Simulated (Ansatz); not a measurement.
For LuC2 (I4/mmm, No. 139; structure not from a measured cell), PBEsol in Ansatz (PAW) gives:

| Item | Value |
|---|---|
| equilibrium lattice constant a | 3.510 Å |
| lattice parameter c | 5.994 Å |

### Question
What does r²SCAN-D4 (plane waves, PAW; Ansatz, a quantum-chemistry and plane-wave program) give for the same quantities?

### Answer

- lattice constant a: 3.545 Å (goes up by 1.0 %)
- lattice parameter c: 6.012 Å (goes up by 0.3 %)

Changes are worked out from the printed values.

Unless a cell is named, each level is at its own relaxed cell (PBEsol 12.31, r²SCAN-D4 12.59 Å³/atom).

Levels without +SOC leave out spin–orbit coupling, which shifts energies and cells of such heavy elements.

Caveats: the relaxation could not lower the start's symmetry, so the cell can be a saddle point above a distorted one (PBEsol, r²SCAN-D4). Ansatz's density-functional and Hartree–Fock values are scalar-relativistic unless marked +SOC, with PAW data made under PBE.
